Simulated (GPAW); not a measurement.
Input and output of a self-consistent single point for TaAs (I4_1md, 4 atoms in the cell) (GPAW).

Level of theory: PBEsol, GPAW PAW datasets PBEsol (made by gpaw-setup) (plane waves; GPAW).

```
TaAs
1.0
   -1.74764     1.74764     5.95596
    1.74764    -1.74764     5.95596
    1.74764     1.74764    -5.95596
Ta As
2 2
Direct
  0.49997   0.99997   0.50000
  0.74997   0.74997   0.00000
  0.08263   0.58263   0.50000
  0.33263   0.33263   0.00000
```

Reference input (self-consistent single point, DFT PBE, plane waves, GPAW PAW datasets PBE (gpaw-data 1.0.1)): mode = pw; ecut = 600 eV; xc = PBE; kpts = 8 8 8; mesh shift (steps) = 0 0 0; occupations.name = methfessel-paxton; occupations.width = 0.136 eV; occupations.order = 0; nbands = -8; convergence.forces = 0.001 eV/Å; symmetry.symmorphic = false; symmetry.tolerance = 0.0005. This run's input differs from it in these lines:

```diff
@@ -15,3 +15,3 @@
 calc = GPAW(mode=PW(600),
-            xc='PBE',
+            xc='PBEsol',
             kpts={'size': (8, 8, 8), 'gamma': True},
```

Its files differ too (potentials: GPAW PAW datasets PBEsol (made by gpaw-setup)).

Output, abridged:

```
     iter     time        total  log10-change:
                         energy   eigst   dens  force
iter:   1 --:--:--   -34.023680
iter:   2 --:--:--   -33.966172   -1.48  -1.25
iter:   3 --:--:--   -33.700154   -0.99  -1.27
iter:   4 --:--:--   -33.671968   -2.75  -1.60
iter:   5 --:--:--   -33.687609   -2.37  -1.59
iter:   6 --:--:--   -33.702028   -2.06  -2.12
iter:   7 --:--:--   -33.687094c  -3.47  -2.24
iter:   8 --:--:--   -33.679105   -2.98  -2.38
iter:   9 --:--:--   -33.678800c  -3.65  -2.92
iter:  10 --:--:--   -33.678803c  -4.65  -3.24
iter:  11 --:--:--   -33.678860c  -4.25  -3.48
iter:  12 --:--:--   -33.678788c  -5.69  -3.49
iter:  13 --:--:--   -33.678783c  -6.29  -3.89
iter:  14 --:--:--   -33.678780c  -6.13  -3.99
iter:  15 --:--:--   -33.678782c  -6.60  -4.04c
iter:  16 --:--:--   -33.678780c  -7.01  -4.12c
iter:  17 --:--:--   -33.678780c  -7.15  -4.21c
iter:  18 --:--:--   -33.678780c  -8.36c -4.26c
iter:  19 --:--:--   -33.678780c  -7.18  -4.33c
iter:  20 --:--:--   -33.678780c  -8.79c -4.36c -3.27c
Converged after 20 iterations.

Dipole moment: (2.685464, -2.685464, -0.322265) |e|*Ang

Energy contributions relative to reference atoms: (reference = -971011.166776)

Kinetic:        +17.751960
Potential:      -18.904272
External:        +0.000000
XC:             -31.972740
Entropy (-ST):   -0.008274
Local:           -0.549591
SIC:             +0.000000
--------------------------
Free energy:    -33.682917
Extrapolated:   -33.678780

Showing only first 2 kpts
 Kpt  Band  Eigenvalues  Occupancy
  0    16      8.83986    2.00000
  0    17      8.83986    2.00000
  0    18     11.28069    0.00000
  0    19     11.90586    0.00000

  1    16      9.24091    2.00000
  1    17      9.37758    2.00000
  1    18     10.77707    0.00027
  1    19     11.16381    0.00000

Fermi level: 10.42650

No gap
No difference between direct/indirect transitions
Energy (eV): -33.67878

Forces in eV/Ang:
  0 Ta    0.00000    0.00000    0.00237
  1 Ta    0.00000    0.00000    0.00237
  2 As    0.00000    0.00000   -0.00186
  3 As    0.00000    0.00000   -0.00186

Stress tensor:
     0.066370     0.000000     0.000000
     0.000000     0.066370     0.000000
     0.000000     0.000000     0.062094
Stress (GPa, Voigt): [10.6336 10.6336  9.9485  0.      0.      0.    ]
```

The run converged in 20 iterations. GPAW prints stress with tension positive. Against the reference run the pressure goes from -4.94 to -10.41 GPa and the largest force moves little (0.005 to 0.002 eV/Å).

The starting cell comes from a database of computed structures (which also holds hypothetical and non-ambient phases and stackings), without a prior relaxation at this level. Its lattice was rescaled by a random factor within 2.5 % of one. Spin polarisation is off. With a pressure of about -10 GPa the cell is away from its equilibrium volume at this level.

Cost on one core of a shared machine: roughly 4 min.
